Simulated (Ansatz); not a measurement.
Amorphous Si$_{30}$N$_{41}$Ga, 72 atoms at 3.04 g/cm³, one PBE-relaxed geometry, zone centre. Methods: PBE, scalar-relativistic without spin-orbit coupling (Ansatz, a first-principles code); r2SCAN, scalar-relativistic without spin-orbit coupling (Ansatz); HSE06, scalar-relativistic without spin-orbit coupling (Ansatz). Plane waves to 420 eV (r2SCAN 500 eV); exact exchange is cut at the cell's faces. At PBE the levels at the filled edge of the gap are localised (band-tail or defect states), and the nearest spread-out levels lie 2.6 eV apart at the zone centre. The higher rungs were started with moments on some atoms, which died out.

A CHGNet melt-quench gave the starting glass, which DFT then relaxed. N atoms were pushed apart under 1.9 Å during the dynamics, to hinder bonds among them. The hot cell started wider than the set density and was brought back towards it in steps. It is the lowest in DFT energy of 2 quenches. It is a model cell: composition and starting density were chosen by hand, and all elements were melted together. No dispersion term was used. Its density started from a set value of 3.04 and ended at 3.04 g/cm³. The simulated quench (nominally 380 K/ps over its main leg) is rapid and tends to freeze in more defects than a deposited or slowly cooled glass has. One small periodic cell is one sample of the glass; other quenches scatter about these values. The volume was held where the preparation left it, at a PBE pressure of 1.5 GPa. Stress components on the final sampling reach 7.1 GPa.

The relaxation ran on the zone centre alone. At PBE the level gap is 1.62 eV on a 2×2×2 Γ-centred mesh, and the spacing at the zone centre alone 1.69 eV.

### Question
What zone-centre spacing does r2SCAN give, roughly?

### Answer
2.04 eV (+0.35 eV against PBE).

### Question
What zone-centre spacing does HSE06 give, roughly?

### Answer
2.90 eV (+1.21 eV against PBE).

The highest filled and the lowest empty state spread over these numbers of atoms (participation numbers): PBE: 3.0 and 30.9; r2SCAN: 2.9 and 28.9; HSE06: 2.9 and 28.3.
